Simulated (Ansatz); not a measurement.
# Step by step: formation energy of the neutral V_O in SiO2 (rutile, P4₂/mnm)

Subject: the formation energy of the neutral V_O in SiO2 (rutile, P4₂/mnm). Reaction: 24 SiO2 (rutile) → cell A + 1/2 O2 (gas).

A: a supercell of 72 sites of SiO2 (rutile, P4₂/mnm) with one empty O site amid 3 Si; spin state with PBE: run without spin.

Method: Ansatz (a quantum-chemistry and plane-wave program), PAW, neutral cells at 0 K with nuclei at rest, on structures from PBE. Ansatz runs with its PAW set soft_1. Other levels take these structures. The lattices are those relaxed with PBE, so at other levels the solids can be strained. Larger cells are relaxed from a start prepared with the learned potential CHGNet, on a coarser mesh till forces fall under 0.03 eV/Å, which some starts already meet. A dispersion term (D3(BJ), or D4 for r2SCAN) was computed beside these levels and is taken off wherever the name lacks it. Space groups of crystals are read within 0.01 Å. Mesh and cell size may move defect energies by 0.1 eV or more. The value holds for the reservoirs listed; other chemical potentials shift it. Cell A has symmetry Amm2 within 0.02 Å and got no random move, so less symmetric positions, which may lie lower, weren't tried.

Total energies of the cells in eV, at zero smearing width. They compare only within one column; the weights balance every element.

```
cell           atoms  weight        r2SCAN
-------------  -----  ------  ------------
A: SiO2:V_O       71      +1  -42138.67954
SiO2 (rutile)     72      −1  -42711.58355
O2 (gas)           2    +1/2   -1131.97288
```

r2SCAN: (-42138.67954) − (-42711.58355) + 1/2 × (-1131.97288) = 6.918 eV.
